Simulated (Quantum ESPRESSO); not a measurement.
Band structure of Ni3Fe (Pm-3m, 4 atoms in the cell).

```
Ni3Fe
1.0
    3.59367     0.00000     0.00000
    0.00000     3.59367     0.00000
    0.00000     0.00000     3.59367
Fe Ni
1 3
Direct
  0.00000   0.00000   0.00000
  0.00000   0.50000   0.50000
  0.50000   0.00000   0.50000
  0.50000   0.50000   0.00000
```
Moments meant for the start (each program seeds them in its own way; μB, in the order of the atoms Fe Ni Ni Ni): 3.0 0.5 0.5 0.5.

Method: PBE, PSlibrary PAW (PBE) pseudopotentials (plane waves; Quantum ESPRESSO 7.5).

Settings: ecutwfc = 55 Ry; ecutrho = 330 Ry; occupations = smearing; smearing = cold; degauss = 0.0147 Ry; nspin = 2; potentials = {Fe: Fe.pbe-n-kjpaw_psl.1.0.0.UPF, Ni: Ni.pbe-n-kjpaw_psl.1.0.0.UPF}; K_POINTS = automatic 5 5 5 1 1 1; conv_thr = 1e-10 Ry; mixing_beta = 0.3.

The starting cell has typed, rounded lattice constants, without a prior relaxation at this level. Its lattice was rescaled by a random factor within 2.5 % of one. The magnetic order is the one reached from the typed start; others were not searched systematically.

Levels in eV from the Fermi level, bands 18 to 25 of the first spin channel:
```csv
point,18,19,20,21,22,23,24,25
Γ,-0.80,-0.69,-0.69,-0.69,2.09,2.09,2.09,8.37
X,-1.54,-1.47,-1.06,-0.80,-0.69,7.13,7.13,7.18
M,-1.75,-1.53,-1.47,0.60,0.60,0.61,0.62,10.69
R,-0.85,-0.85,-0.85,-0.57,-0.57,-0.57,-0.43,5.03
```

Bands cross the Fermi level along this path, so the cell is metallic at this level.

The net moment of the cell came out as 5.03 μB.
